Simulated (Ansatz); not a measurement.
## PBE against r2SCAN: CuI, electrons 1.5×10^21 cm⁻³

The reference is CuI in the zinc blende structure (space group F-43m, No. 216; a = 6.079 Å).

(Cell as relaxed with PBE.)

Levels (all Ansatz, a first-principles code, PAW): PBE (420 eV, no SOC); r2SCAN (500 eV, no spin-orbit coupling).

Each level relaxes its own structure.

```json
[
 {"base": "volume per atom", "PBE": "28.09 Å³", "r2SCAN": "27.31 Å³"},
 {"base": "lattice parameter a", "PBE": "11.488 bohr", "r2SCAN": "11.382 bohr"},
 {"base": "band gap", "PBE": "1.10 eV", "r2SCAN": "1.67 eV"}
]
```

Perturbation: electrons 1.5×10^21 cm⁻³, on a uniform background at fixed cell.

```csv
quantity,PBE,r2SCAN
gap character,direct at Γ,___
gap between the host's bands,1.06 eV,___
Fermi level relative to the doped band's edge (positive inside the band; to 0.05 eV),+1.15 eV,___
shift of the gap caused by the change,-0.04 eV,___
```

Question: What does r2SCAN give?

Answer: 
- gap character, r2SCAN: direct at Γ
- gap between the host's bands, r2SCAN: 1.63 eV
- Fermi level relative to the doped band's edge (positive inside the band; to 0.05 eV), r2SCAN: +1.05 eV
- shift of the gap caused by the change, r2SCAN: -0.04 eV

PBE's gap between the host's bands lies 0.57 eV below r2SCAN's; PBE's Fermi level from band edge lies 0.10 eV above r2SCAN's; the two agree on the gap character and shift of the gap caused by the change. Neither level is exact; r2SCAN is the comparison here, not a measurement.

Carriers are added with a uniform compensating background; total energy and stress of such cells depend on the potential's zero and are not compared; many-body gap narrowing is missing at this level. With I present, leaving out spin-orbit coupling can change the band edges. Stability against distortions was not tested. The final runs are not spin-polarised.
